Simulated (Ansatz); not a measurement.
What uniaxial stress, 5 GPa compression along x does to YN

The parent structure is YN in the rock salt structure (space group Fm-3m, No. 225; a = 4.896 Å). Axes: x, y, z lie along the cube axes.

It is then changed as follows: uniaxial stress, 5 GPa compression along x; all other stress components relax to zero.

All numbers come from Ansatz (a first-principles code) r2SCAN, spin-orbit coupling left out. Settings: 12×12×12 k-points, 0.05 eV Fermi–Dirac smearing.

```csv
quantity,base,changed,shift
volume per atom,14.67 Å³,14.54 Å³,-0.13 Å³
space group,Fm-3m (No. 225),I4/mmm (No. 139),–
shortest interatomic distance,244.8 pm,241.1 pm,-3.7 pm
energy relative to the base (free energy F),0 meV/atom,+3.4 meV/atom,+3.4 meV/atom
band gap,0.58 eV,0.47 eV,-0.11 eV
gap character,–,"indirect, Γ → M",–
smallest direct gap,0.98 eV,0.91 eV,-0.07 eV
electron mass,"1.3 mₑ along k, 0.15 mₑ across (at X)","1.2 mₑ along k, 0.15 mₑ across (at X)",–
hole mass,–,"0.17 mₑ along x, 1.1 mₑ across (at Γ)",–
"valence-band top at Γ (three highest levels, from the VBM)","0.00, 0.00, 0.00 eV","0.00, -0.09, -0.09 eV",–
"valley order (the lowest conduction-band minima on the path, energy above the VBM, named in the base's zone)",X along ⟨100⟩ 0.58 eV,X along [100] 0.47 eV; X along [001] 0.53 eV,–
"strain response (xx, yy, zz)",–,"(−1.52, +0.32, +0.32) %",–
secant Young's modulus along x,–,330 GPa,–
mean lateral Poisson ratio,–,0.21,–
```

Final structure:

```
YN
1.0
    0.00000     2.45572     2.45572
    2.41061     0.00000     2.45572
    2.41061     2.45572     0.00000
N Y
1 1
Direct
  0.00000   0.00000   0.00000
  0.50000   0.50000   0.50000
```

Effective masses come from finite differences of ±0.01 Å⁻¹. Along k means along the line from Γ to the band edge. Stability under load was not tested beyond the relaxation. Labels are those of the standard path for the cell's own space group.
